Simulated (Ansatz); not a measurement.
**Mo3Ge under load (space group Pm-3n): band-structure transport figures**

Input:

```
CELL_PARAMETERS angstrom
      4.89585     0.00000     0.00000
      0.00000     4.89585     0.00000
      0.00000     0.00000     4.89585
ATOMIC_POSITIONS crystal
  Ge 0.00000 0.00000 0.00000
  Ge 0.50000 0.50000 0.50000
  Mo 0.25000 0.00000 0.50000
  Mo 0.75000 0.00000 0.50000
  Mo 0.50000 0.75000 0.00000
  Mo 0.50000 0.25000 0.00000
  Mo 0.00000 0.50000 0.75000
  Mo 0.00000 0.50000 0.25000
```

Computed with PBEsol, rigid bands (plane waves, PAW, scalar-relativistic; Ansatz, a program for electronic structure). Condition of this run: hydrostatic pressure 2 GPa (the target of the relaxation). Geometry: cell and atoms relaxed with PBEsol, then loaded as said.

```yaml
density of states at the Fermi level: 3.87 states/(eV·cell), both spins
bare Sommerfeld coefficient: 1.14 mJ/(mol of atoms·K²)
drude_plasma_energy: 5.7 eV
root-mean-square Fermi velocity: 6.2e5 m/s
resistivity times τ: 14.9 ×10⁻²² Ω·m·s
```

A metal at this level (no band gap); rigid bands, thermally averaged at 300 K, both spins. Spin-orbit coupling is left out. τ is one relaxation time for all states.

Computed structure with no diffraction record at hand here (it may be known, metastable or hypothetical): Mo3Ge under load (space group Pm-3n).
